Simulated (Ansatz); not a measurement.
Results of HSE06 in Ansatz (plane waves, PAW) for CsCl-type LiF (model structure).

Numerical settings: plane-wave cutoff 500 eV, 8×8×8 k mesh, gaussian smearing 0.02 eV, scalar-relativistic PAW data made under PBE.

Cell (relaxed at this level):

```
CELL_PARAMETERS angstrom
      2.52495     0.00000     0.00000
      0.00000     2.52495     0.00000
      0.00000     0.00000     2.52495
ATOMIC_POSITIONS crystal
  Li 0.00000 0.00000 0.00000
  F  0.50000 0.50000 0.50000
```

Question: Estimate the band gap that the calculation returns.

Answer: 
band gap: 10.07 eV (on the SCF k mesh)

Note: the relaxation could raise the start's symmetry but not lower it, so the cell can be a saddle point.

Computed values are for the static lattice.

A model structure was made by putting elements into a prototype or built by hand; it is no filed structure, need not be a known phase, and can be a saddle point held by its symmetry.

Ansatz is a first-principles code.
